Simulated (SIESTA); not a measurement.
Band structure of ZrN (F-43m, 2 atoms in the cell).

```
CELL_PARAMETERS angstrom
      0.00000     2.49538     2.49538
      2.49538     0.00000     2.49538
      2.49538     2.49538     0.00000
ATOMIC_POSITIONS crystal
  Zr 0.00000 0.00000 0.00000
  N  0.75000 0.75000 0.75000
```

Level of theory: LDA PW92, numerical atomic orbitals TZP, PseudoDojo LDA standard norm-conserving potentials (rewritten from UPF to PSML) (SIESTA).

Settings: XC.functional = LDA; XC.authors = PW92; potentials = PseudoDojo LDA standard; PAO.BasisSize = TZP; PAO.EnergyShift = 0.01 Ry; MeshCutoff = 350 Ry; kgrid.MonkhorstPack = 11 11 11; OccupationFunction = FD; ElectronicTemperature = 1160.45 K; MaxSCFIterations = 150; SCF.Mixer.Method = Pulay; SCF.Mixer.Weight = 0.2; SCF.Mixer.History = 8; SCF.DM.Tolerance = 1.0E-04.

The starting cell comes from a database of computed structures (which also holds hypothetical and non-ambient phases and stackings), without a prior relaxation at this level. Values carry the incompleteness of an atom-centred basis.

Levels in eV from the Fermi level, bands 6 to 11:
| point | 6 | 7 | 8 | 9 | 10 | 11 |
|---|---|---|---|---|---|---|
| Γ | -5.18 | -5.18 | -5.18 | 0.17 | 1.57 | 1.57 |
| X | -6.21 | -3.22 | -3.22 | -0.95 | 2.15 | 3.02 |
| W | -5.22 | -4.33 | -3.24 | -1.11 | 1.02 | 2.85 |
| K | -5.58 | -3.65 | -3.61 | -1.09 | 1.99 | 2.01 |
| L | -4.88 | -4.59 | -4.59 | 1.38 | 2.11 | 2.11 |
| U | -5.58 | -3.65 | -3.61 | -1.09 | 1.99 | 2.01 |

Bands cross the Fermi level along this path, so the cell is metallic at this level.

Higher empty bands are left out: an atom-centred basis made for the valence describes them poorly.
